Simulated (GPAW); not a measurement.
GPAW is run on HfTe3 (P2_1/m, 8 atoms in the cell), and the run fails. The aim is a self-consistent single point with DFT PBEsol, plane waves, GPAW PAW datasets PBEsol (made by gpaw-setup).

This input was run:

```python
from ase import Atoms
from ase.dft.kpoints import monkhorst_pack
from ase.units import GPa
from gpaw import GPAW

atoms = Atoms(['Hf', 'Hf', 'Te', 'Te', 'Te', 'Te', 'Te', 'Te'],
              cell=[[5.946750, 0.000000, 0.000000],
                    [0.000000, 3.984510, 0.000000],
                    [-1.419114, 0.000000, 10.321600]],
              scaled_positions=[[0.287250, 0.750000, 0.159030],
                                [0.712750, 0.250000, 0.840970],
                                [0.438650, 0.750000, 0.679970],
                                [0.561350, 0.250000, 0.320030],
                                [0.762620, 0.750000, 0.049530],
                                [0.237380, 0.250000, 0.950470],
                                [0.902360, 0.750000, 0.673330],
                                [0.097640, 0.250000, 0.326670]])

calc = GPAW(mode={'name': 'pw', 'ecut': 550},
            xc='PBEsol',
            kpts=monkhorst_pack((4, 5, 2)) + [0, 0.5 / 5, 0],
            occupations={'name': 'fermi-dirac', 'width': 0.1},
            nbands=-12,
            convergence={'density': 1e-05},
            symmetry={'symmorphic': False, 'tolerance': 0.0005},
            maxiter=100)

atoms.calc = calc

energy = atoms.get_potential_energy()
print('Energy (eV):', round(energy, 6))
forces = atoms.get_forces()
print('Forces (eV/Ang):')
print(forces.round(5))
stress = atoms.get_stress()
print('Stress (GPa, Voigt):', (stress / GPa).round(4))
```

Output, abridged:

```
Input parameters:
  convergence: {density: 1e-05}
  kpts: [[-0.375 -0.3   -0.25 ],
         [-0.375 -0.3    0.25 ],
         [-0.375 -0.1   -0.25 ],
         ...,
         [ 0.375  0.3    0.25 ],
         [ 0.375  0.5   -0.25 ],
         [ 0.375  0.5    0.25 ]]
  maxiter: 100
  mode: {ecut: 550,
         name: pw}
  nbands: -12
  occupations: {name: fermi-dirac,
                width: 0.1}
  symmetry: {symmorphic: False,
             tolerance: 0.0005}
  xc: PBEsol

species:
  Hf:
    name: Hafnium
    Z: 72.0
    valence: 12
    core: 60
    charge: 0.0
    file: Hf.PBEsol.gz

    # Using partial waves for Hf as LCAO basis

  Te:
    name: Tellurium
    Z: 52.0
    valence: 6
    core: 46
    charge: 0.0
    file: Te.PBEsol.gz

    # Using partial waves for Te as LCAO basis

Reference energy: -1927796.202104  # eV

Spin-paired calculation

Convergence criteria:
 Maximum [total energy] change in last 3 cyles: 0.0005 eV / valence electron
 Maximum integral of absolute [dens]ity change: 1e-05 electrons / valence electron
 Maximum integral of absolute [eigenst]ate change: 4e-08 eV^2 / valence electron
 Maximum number of scf [iter]ations: 100

Traceback (most recent call last):
   [... frames left out ...]
ValueError: K-points can only be used with PBCs!
```

Q: From the messages shown, name the fault and mend the input.

A: The fault is periodic boundary conditions left out; here the program stops on it instead of giving results. To fix it, switch periodicity on. The program stopped before any SCF iteration.

An input that runs soundly differs in these lines (not the only fix; some lines may just follow from the change or write a value another way):
```diff
-                                [0.097640, 0.250000, 0.326670]])
+                                [0.097640, 0.250000, 0.326670]],
+              pbc=True)
```

With that input, the run converged in 26 iterations: free energy E − TS (from the program's reference atoms) -42.6927 eV; Fermi level (on the code's own zero) 6.39 eV; pressure -2.60 GPa; largest force (vector length) 0.200 eV/Å (DFT PBEsol, plane waves, GPAW PAW datasets PBEsol (made by gpaw-setup)).

On the sound input: the starting cell comes from a database of computed structures (which also holds hypothetical and non-ambient phases and stackings), without a prior relaxation at this level. Spin-orbit coupling is off.
